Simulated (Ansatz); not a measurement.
Pb₂SeS (R-3m, No. 166, 4 atoms in the cell; start mp-1219926), treated with HSE06 (PAW; Ansatz, an electronic-structure program).

Numerical settings: plane-wave cutoff 460 eV, 8×8×8 k mesh, Fermi–Dirac smearing 0.01 eV, scalar-relativistic PAW data made under PBE.

Cell (relaxed with PBEsol):

```cif
data_Pb6S3Se3
_chemical_formula_sum 'Pb6 Se3 S3'
_space_group_name_H-M_alt 'R-3m :H'
_space_group_IT_number 166
_space_group_name_Hall '-R 3 2"'
_cell_length_a 4.24456
_cell_length_b 4.24456
_cell_length_c 20.78929
_cell_angle_alpha 90.000
_cell_angle_beta 90.000
_cell_angle_gamma 120.000
loop_
_atom_site_label
_atom_site_type_symbol
_atom_site_symmetry_multiplicity
_atom_site_Wyckoff_symbol
_atom_site_fract_x
_atom_site_fract_y
_atom_site_fract_z
_atom_site_occupancy
Pb1 Pb 6 c 0.00000 0.00000 0.24675 1
Se1 Se 3 a 0.00000 0.00000 0.00000 1
S1 S 3 b 0.00000 0.00000 0.50000 1
```
(The calculation used a cell of 4 atoms; values per cell refer to that cell.)

### Question
Predict the band gap and smallest direct gap on the k points sampled.

### Answer

- band gap = 0.69 eV (on the SCF k mesh)
- smallest direct gap on the k points sampled = 0.69 eV

Note: cell and atoms aren't relaxed at this level (pressure 1.9 GPa).

Spin–orbit coupling is not included; with these elements it can move the gap by several tenths of an eV or more.

Computing time: very roughly 8 core-minutes.

A start named mp-… is a Materials Project structure, which need not be a measured phase.
